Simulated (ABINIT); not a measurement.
Band structure of MgAu (Pm-3m, 2 atoms in the cell).

```xyz
2
Lattice="3.2385 0.0000 0.0000 0.0000 3.2385 0.0000 0.0000 0.0000 3.2385" Properties=species:S:1:pos:R:3 pbc="T T T"
Mg     1.6193     1.6193     1.6193
Au     0.0000     0.0000     0.0000
```

Computed with PBEsol, norm-conserving pseudopotentials (PseudoDojo nc-sr-04 PBEsol standard) (plane waves; ABINIT).

Settings: pseudos = [Mg.upf, Au.upf]; ecut = 84 Ry; ixc = -116133; occopt = 7; tsmear = 0.00367493 Ha; ngkpt = 7 7 7; nshiftk = 1; shiftk = 0 0 0; potentials = PseudoDojo nc-sr-04 PBEsol standard; kptopt = 1; nstep = 100; tolvrs1 = 1e-12; ndtset = 2.

The starting cell comes from a database of computed structures (which also holds hypothetical and non-ambient phases and stackings), without a prior relaxation at this level. Its lattice was rescaled by a random factor within 2.5 % of one. Spin-orbit coupling is off.

Levels in eV from the Fermi level, bands 11 to 18:
| point | 11 | 12 | 13 | 14 | 15 | 16 | 17 | 18 |
|---|---|---|---|---|---|---|---|---|
| Γ | -6.00 | -4.15 | -4.15 | -4.15 | 5.37 | 5.37 | 5.37 | 8.97 |
| X | -4.88 | -4.88 | -4.44 | -4.06 | -2.63 | 7.44 | 8.57 | 8.57 |
| M | -4.77 | -4.77 | -3.40 | -1.47 | -1.47 | -0.64 | 4.04 | 11.54 |
| R | -6.09 | -3.36 | -3.36 | 1.87 | 1.87 | 1.87 | 2.56 | 4.87 |

Bands cross the Fermi level along this path, so the cell is metallic at this level.
